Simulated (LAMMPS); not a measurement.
CdTe (zinc blende) at 1220 K and zero pressure, started from the melt, with several potentials, in cells of their own sizes.

Potentials compared:
- CdTe.sw: classical MD, pair style sw, file CdTe.sw (LAMMPS); Wang, Stroud and Markworth, Phys Rev B, 40, 3129 (1989).
- CdTeZnSeHgS0.sw: classical MD, pair style sw, file CdTeZnSeHgS0.sw (LAMMPS); Zhou, Ward, Martin, van Swol, Cruz-Campa, and D. Zubia, Phys. Rev. B, 88, 085309 (2013).
- bond-order CdTe.bop.table: classical MD, pair style bop, file CdTe.bop.table (LAMMPS); Ward, Zhou, Wong, Doty, and Zimmerman, Phys Rev B, 85, 115206 (2012)
- bond-order CdTeSe.bop.table: classical MD, pair style bop, file CdTeSe.bop.table (LAMMPS); Zhou, Foster, van Swol, Martin, and Wong, J. Phys. Chem., 118, 20661 (2014)
- bond-order CdZnTe_v2.bop.table: classical MD, pair style bop, file CdZnTe_v2.bop.table (LAMMPS); Ward, Zhou, Wong, and Doty, J. Mol. Model., 19, 5469 (2013)

```tsv
potential	state	volume	first peak of g(r), Cd-Te	coordination number of Cd by Te	self-diffusion coefficient of Cd (not corrected for cell size)	mean phonon frequency	rough cost (ms per atom and simulated ps)
bond-order CdTe.bop.table	slow or partial motion within 30 ps, no clear phase	41.20 ± 0.09 Å³/atom	3.02 Å, height 6.6	3.82 (counted to 3.70 Å)	-	3.0 THz	10 to 30
bond-order CdTeSe.bop.table	liquid	34.7 ± 0.1 Å³/atom	2.90 Å, height 4.7	3.87 (counted to 3.74 Å)	(3.2 ± 0.3) × 10^-5 cm²/s	2.7 THz	30 to 100
bond-order CdZnTe_v2.bop.table	liquid	34.5 ± 0.1 Å³/atom	2.91 Å, height 4.5	3.72 (counted to 3.66 Å)	(3.0 ± 0.6) × 10^-5 cm²/s	2.7 THz	30 to 100
CdTe.sw	liquid	37.13 ± 0.02 Å³/atom	2.95 Å, height 3.4	3.80 (counted to 3.90 Å)	(3.43 ± 0.05) × 10^-5 cm²/s	2.3 THz	1 to 3
CdTeZnSeHgS0.sw	liquid	35.79 ± 0.01 Å³/atom	2.90 Å, height 4.8	4.05 (counted to 3.86 Å)	(1.96 ± 0.07) × 10^-5 cm²/s	2.9 THz	1 to 3
```

Costs are rough: whole-run CPU time with set-up and analysis, from shared machines, in bands a factor of about three wide.

Caution (rows bond-order CdTe.bop.table; CdTe.sw; CdTeZnSeHgS0.sw): enthalpy drifts during the constant-pressure average: a transition or slow ageing; fluctuation values are void.

Caution: with bond-order CdTe.bop.table the 0 K volume of this crystal is 17 % off the measured one.

Caution (rows bond-order CdTeSe.bop.table; bond-order CdZnTe_v2.bop.table): a run this short can hold a crystal over, or a liquid under, the potential's own melting point, which these runs don't give.

Caution (rows bond-order CdTeSe.bop.table; bond-order CdZnTe_v2.bop.table; CdTe.sw; CdTeZnSeHgS0.sw): the real compound melts congruently only under the pressure of its own vapour and loses its more volatile element when open.

Caution (row CdTe.sw): this liquid lies under the melting point of about 1360 K that CdTe.sw gives, so it is undercooled.

Caution (row CdTeZnSeHgS0.sw): this liquid lies under the melting point of about 1610 K that CdTeZnSeHgS0.sw gives, so it is undercooled.

States go by the mean squared displacement: a species diffuses where it passes 1.5 Å², still rises and gives D over 1e-6 cm²/s; a crystal has left its structure where atoms lie 0.35 Å off their sites on average or a cubic box changes its shape by 3 %, or the axial ratios of another lie 8 % off the starting cell's, which the potential's own relaxation can also do.

Errors of D are the spread over four groups of atoms in one short run; a floor of about 5 %, a picked value, is safer.

Errors shown are sampling errors alone.
